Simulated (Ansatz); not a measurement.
The reference is W in the bcc (W type) structure (space group Im-3m, No. 229; a = 3.169 Å; relaxed with 0.1 eV smearing). Axes: x, y, z lie along the cube axes.

Method: r2SCAN (Ansatz, a program for electronic structure), spin-orbit coupling left out.

Now apply this change: biaxial strain −0.42 %, plane normal [111], relaxed out of plane (Cartesian); in-plane vectors clamped, the third vector and the atoms free.

Q: How does this affect the out-of-plane strain?

A: The out-of-plane strain amounts to +0.36 %.

Whether these cells are dynamically stable was not tested. The final runs are not spin-polarised.
